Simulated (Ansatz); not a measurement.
A15 Mo3Si, treated with PBE (Ansatz, an electronic-structure program, plane waves, PAW).

Numerical settings: plane-wave cutoff 520 eV, 14×14×14 k mesh, Fermi–Dirac smearing 0.055 eV (set by the program), no spin polarisation, scalar-relativistic PAW data made under PBE.

Computed at the level's own relaxed cell.

Elastic tensor (GPa, Voigt notation, ions relaxed):

```
  465.9   140.1   140.1     0.0     0.0     0.0
  140.1   465.9   140.1     0.0     0.0     0.0
  140.1   140.1   465.9     0.0     0.0     0.0
    0.0     0.0     0.0   112.1     0.0     0.0
    0.0     0.0     0.0     0.0   112.1     0.0
    0.0     0.0     0.0     0.0     0.0   112.1
```

Q: Work out the Voigt, Reuss and Hill averages of the bulk and shear moduli, Young's modulus and Poisson's ratio from the printed constants.

A: K_V = [C11 + C22 + C33 + 2(C12 + C13 + C23)]/9 = [1397.7 + 2 × 420.3]/9 = 248.7 GPa. G_V = [1397.7 − 420.3 + 3 × 336.3]/15 = 132.4 GPa. From the compliances S = C⁻¹, K_R = 248.7 and G_R = 128.1 GPa. Hill means: K = 248.7, G = 130.2 GPa. E = 9KG/(3K + G) = 333 GPa, ν = (3K − 2G)/(6K + 2G) = 0.28, K/G = 1.91.

Static lattice: no zero-point or thermal effects.
